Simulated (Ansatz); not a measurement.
The reference is CdSe in the zinc blende structure (space group F-43m, No. 216; a = 6.196 Å).

Level of theory: Ansatz (an electronic-structure program) PBE, no spin-orbit coupling, earlier PAW set.

Perturbation: full substitution Se → S; the structure is relaxed again.

Measured band gap: CdSe 1.77 eV (0 K or low temperature; as listed in arXiv:1206.3780); CdS 2.48 eV (0 K or low temperature; as listed in arXiv:1206.3780).

Measured lattice parameter a: CdSe 6.077 Å (room temperature; as listed in arXiv:1206.3780); CdS 5.832 Å (room temperature; as listed in arXiv:1206.3780).

How well does PBE reproduce the measured shift?

With PBE the band gap moves by +0.55 eV (0.49 → 1.04) against +0.71 eV measured; the lattice parameter a moves by -0.269 Å (6.196 → 5.927) against -0.245 Å measured.

Stability against distortions was not tested.
